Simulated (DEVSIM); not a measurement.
System: abrupt Si p-n junction, at 300 K.

Layer 1 from the left is Si, thickness (μm) 4.50, Na (cm⁻³) 6.9e16, τn (s) 2.9e-5, τp (s) 2.9e-5. Layer 2 from the left is Si, thickness (μm) 14.0, Nd (cm⁻³) 6.9e17, τn (s) 2.9e-5, τp (s) 2.9e-5.

Left contact: ohmic. Right contact: ohmic. Voltage is applied to the left contact. Recombination: SRH at mid-gap, radiative, Auger. Mobility is constant in doping.

Constants are typed, rounded textbook-type inputs, not results; the design itself was drawn at random and stands for no fabricated device. Values at 300 K.

Si: gap (eV) 1.124, affinity (eV) 4.05, permittivity 11.7, Nc (cm⁻³) 2.86e19, Nv (cm⁻³) 3.1e19, μn (cm²/Vs) 1417, μp (cm²/Vs) 470, B (cm³/s) 4.7e-15, Cn (cm⁶/s) 2.8e-31, Cp (cm⁶/s) 9.9e-32.

Model (solved in DEVSIM): 1D drift-diffusion, Boltzmann statistics, complete ionisation; no tunnelling, impact ionisation, image-force lowering or self-heating.

What does the simulation give for the potential step across the device at zero bias, the dark forward voltage at 1 A/cm², the largest field in the device at zero bias, the dark forward voltage at 100 A/cm²?

potential step across the device at zero bias 0.870 V; dark forward voltage at 1 A/cm² 0.634 V; largest field in the device at zero bias 130000 V/cm; dark forward voltage at 100 A/cm² 0.756 V.
